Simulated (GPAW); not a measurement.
Band structure of CaS (Fm-3m, 2 atoms in the cell).

```
CELL_PARAMETERS angstrom
      0.00000     2.85237     2.85237
      2.85237     0.00000     2.85237
      2.85237     2.85237     0.00000
ATOMIC_POSITIONS crystal
  Ca 0.00000 0.00000 0.00000
  S  0.50000 0.50000 0.50000
```

Computed with PBEsol, GPAW PAW datasets PBEsol (made by gpaw-setup) (plane waves; GPAW).

Settings: mode = pw; ecut = 550 eV; xc = PBEsol; kpts = 8 8 8; mesh shift (steps) = 0 0 0; occupations.name = fermi-dirac; occupations.width = 0 eV; nbands = -4; convergence.density = 1e-05 e/electron; convergence.energy = 1e-05 eV/electron; convergence.bands = -2; symmetry.symmorphic = false; symmetry.tolerance = 0.0005; maxiter = 120.

The starting cell comes from a database of computed structures (which also holds hypothetical and non-ambient phases and stackings), without a prior relaxation at this level.

Task: Predict the gap along the standard path and the places of the band edges.

Result: The gap along the path is 2.27 eV, from Γ to X; the smallest direct gap on it is 3.09 eV.

Levels in eV from the top of the valence band on the SCF mesh, bands 5 to 12:
```csv
point,5,6,7,8,9,10,11,12
Γ,-11.31,0.00,0.00,0.00,3.94,4.10,4.10,4.10
X,-10.67,-2.32,-0.82,-0.82,2.27,5.55,5.85,6.69
W,-10.56,-1.81,-1.81,-1.56,4.74,4.74,5.90,6.35
K,-10.57,-2.07,-1.89,-1.02,3.59,6.22,6.33,6.35
L,-10.49,-3.13,-1.14,-1.14,5.03,5.98,6.12,6.12
U,-10.57,-2.07,-1.89,-1.02,3.59,6.22,6.33,6.35
```
